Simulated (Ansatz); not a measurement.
**A computed series for InAs: response to strain**

The reference is InAs in the zinc blende structure (space group F-43m, No. 216; a = 6.026 Å). Axes: x, y, z lie along the cube axes.

Strains are applied to the cell and any free atomic positions relax.

Level of theory: LDA, PAW, 420 eV (Ansatz, a quantum-chemistry and plane-wave program; no spin-orbit coupling).

Notes on the quantities. pressure: mean of the normal stresses, compression positive; energy relative to the base: free energy F.

```json
[
 {"change": "base", "pressure": "0.0 GPa", "energy relative to the base": "0 meV/atom", "volume per atom": "27.35 Å³"},
 {"change": "uniaxial strain ε_zz = −1.00 %", "pressure": "0.6 GPa", "energy relative to the base": "+0.7 meV/atom", "volume per atom": "27.08 Å³"},
 {"change": "uniaxial strain ε_zz = −0.50 %", "pressure": "0.3 GPa", "energy relative to the base": "+0.2 meV/atom", "volume per atom": "27.22 Å³"},
 {"change": "uniaxial strain ε_zz = +0.50 %", "pressure": "-0.3 GPa", "energy relative to the base": "+0.2 meV/atom", "volume per atom": "27.49 Å³"},
 {"change": "uniaxial strain ε_zz = +1.00 %", "pressure": "-0.6 GPa", "energy relative to the base": "+0.7 meV/atom", "volume per atom": "27.63 Å³"},
 {"change": "uniaxial strain ε_zz = +1.50 %", "pressure": "-0.9 GPa", "energy relative to the base": "+1.6 meV/atom", "volume per atom": "27.76 Å³"},
 {"change": "uniaxial strain ε_zz = +2.00 %", "pressure": "-1.1 GPa", "energy relative to the base": "+2.8 meV/atom", "volume per atom": "27.90 Å³"},
 {"change": "uniaxial strain ε_zz = +2.50 %", "pressure": "-1.4 GPa", "energy relative to the base": "+4.4 meV/atom", "volume per atom": "28.04 Å³"},
 {"change": "uniaxial strain ε_zz = +3.00 %", "pressure": "…", "energy relative to the base": "…", "volume per atom": "28.17 Å³"}
]
```

### Question
Complete the table.

### Answer

- uniaxial strain ε_zz = +3.00 %, pressure: -1.7 GPa
- uniaxial strain ε_zz = +3.00 %, energy relative to the base: +6.3 meV/atom

The mesh was chosen for an insulator and is coarse for the gapless case. Stability against distortions was not tested. The final runs are not spin-polarised.
